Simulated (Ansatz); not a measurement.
## A computed series for Mg2Sn: response to strain

The parent structure is Mg2Sn (space group Fm-3m, No. 225; relaxed with 0.1 eV smearing).

```yaml
crystal:
  lattice:
    - [0.00000, 3.33192, 3.33192]
    - [3.33192, 0.00000, 3.33192]
    - [3.33192, 3.33192, 0.00000]
  atoms:
    - { symbol: Mg, position: [0.25000, 0.25000, 0.25000] }
    - { symbol: Mg, position: [0.75000, 0.75000, 0.75000] }
    - { symbol: Sn, position: [0.00000, 0.00000, 0.00000] }
```

Cartesian axes are those of the cell as printed.

Strains are applied to the cell and any free atomic positions relax; under biaxial strain the out-of-plane vector relaxes too.

The values are results of DFT with LDA, PAW potentials and a 420 eV plane-wave cutoff in Ansatz (a program for electronic structure), no spin-orbit coupling, not measurements.

Notes on the quantities. in-plane stress: mean in-plane stress (compression positive).

| case | in-plane stress | ratio −ε⊥/ε∥ |
|---|---|---|
| biaxial strain −2.08 %, plane normal [111], relaxed out of plane | +2.3 GPa | 0.55 |
| biaxial strain −1.67 %, plane normal [111], relaxed out of plane | +1.8 GPa | 0.55 |
| biaxial strain −1.25 %, plane normal [111], relaxed out of plane | ? | 0.55 |
| biaxial strain −0.83 %, plane normal [111], relaxed out of plane | +0.9 GPa | 0.55 |
| biaxial strain +0.42 %, plane normal [111], relaxed out of plane | ? | – |
| biaxial strain +1.25 %, plane normal [111], relaxed out of plane | ? | 0.52 |
| biaxial strain +1.67 %, plane normal [111], relaxed out of plane | -1.6 GPa | 0.52 |
| biaxial strain +2.08 %, plane normal [111], relaxed out of plane | ? | 0.51 |
| biaxial strain +2.50 %, plane normal [111], relaxed out of plane | -2.3 GPa | 0.51 |

### Question
What belongs in the blanks?

### Answer

- biaxial strain −1.25 %, plane normal [111], relaxed out of plane, in-plane stress: +1.4 GPa
- biaxial strain +0.42 %, plane normal [111], relaxed out of plane, in-plane stress: -0.4 GPa
- biaxial strain +1.25 %, plane normal [111], relaxed out of plane, in-plane stress: -1.2 GPa
- biaxial strain +2.08 %, plane normal [111], relaxed out of plane, in-plane stress: -1.9 GPa

No phonon test of stability was made.
